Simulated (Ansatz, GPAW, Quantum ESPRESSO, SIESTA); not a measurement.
## Code comparison for Y (P6_3/mmc, 2 atoms in the cell)

Self-consistent single point.

```yaml
crystal:
  lattice:
    - [1.82500, -3.16099, 0.00000]
    - [1.82500, 3.16099, 0.00000]
    - [0.00000, 0.00000, 5.73000]
  atoms:
    - { symbol: Y, position: [0.33333, 0.66667, 0.25000] }
    - { symbol: Y, position: [0.66667, 0.33333, 0.75000] }
```

Shared settings, as Ansatz (a quantum-chemistry and plane-wave program) writes them: kpoints.mp_grid.grid = 10 10 6; scf.occupations.method = fermi_dirac; scf.occupations.width = 0.0073 Ry. Potentials and cutoffs stand in the table.

```csv
code,model,pressure (GPa),cutoff
Ansatz,"LDA (PW92), default PAW files made with PBE",-3.78,30.9 Ry
GPAW,"LDA (Perdew-Wang 92), GPAW PAW datasets LDA (gpaw-data 1.0.1)",-3.85,600 eV
SIESTA,"LDA PW92, numerical atomic orbitals DZP, PseudoDojo LDA standard norm-conserving potentials (rewritten from UPF to PSML)",-5.05,grid 400 Ry
Quantum ESPRESSO,"LDA (PZ), PSlibrary ultrasoft (LDA) pseudopotentials",-3.84,45 Ry
```

The spread over the programs that give each value: pressure within 1.27 GPa.

SIESTA uses small atom-centred bases, whose incompleteness enters pressures, forces and empty levels differently from a plane-wave cutoff. Ansatz's pressure is given at a fixed set of plane waves, as the other plane-wave codes print theirs. The same LDA comes in different parametrisations, which differ slightly. In the pressure, SIESTA (by 1.20) lies more than 1 GPa from the median of the plane-wave programs.

The starting cell has typed, rounded lattice constants, without a prior relaxation at this level.

Left out of this page: ABINIT (with a known weakness of the program); Elk and FLEUR (not drawn, or without a comparable value).

Keys are those of Ansatz 0.2.
